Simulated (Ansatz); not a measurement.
Start from Ga2O3 (space group R-3m, No. 166; a = 2.988 Å, c = 22.852 Å (hexagonal axes); a hypothetical phase, not in the database extracts checked).

The values are results of Kohn–Sham DFT with the PBEsol functional, run in Ansatz (an electronic-structure program) with PAW and 420 eV plane waves, no SOC, not measurements.

One change was made to it. Results:

| quantity | base | after |
|---|---|---|
| electron mass | 0.51 mₑ along c, 0.29 mₑ across (at Γ) | 0.33 mₑ along c, 0.27 mₑ across (at Γ) |
| band gap | 2.85 eV | 2.53 eV |
| lattice parameter a | 2.988 Å | 2.982 Å |

Task: Which of these changes matches the shifts?
(A) pressure 3 GPa
(B) pressure 5 GPa
(C) pressure 0.3 GPa
(D) pressure 1.5 GPa

Result: D, pressure 1.5 GPa. For comparison, the band gap in the other runs: pressure 3 GPa gives 2.43 eV; pressure 0.3 GPa gives 2.71 eV; pressure 5 GPa gives 2.37 eV.

Load acts through the strain it causes; cell and atoms are relaxed under it. Effective masses come from finite differences of ±0.01 Å⁻¹. Stability against distortions was not tested. Competing high-pressure phases were not computed.
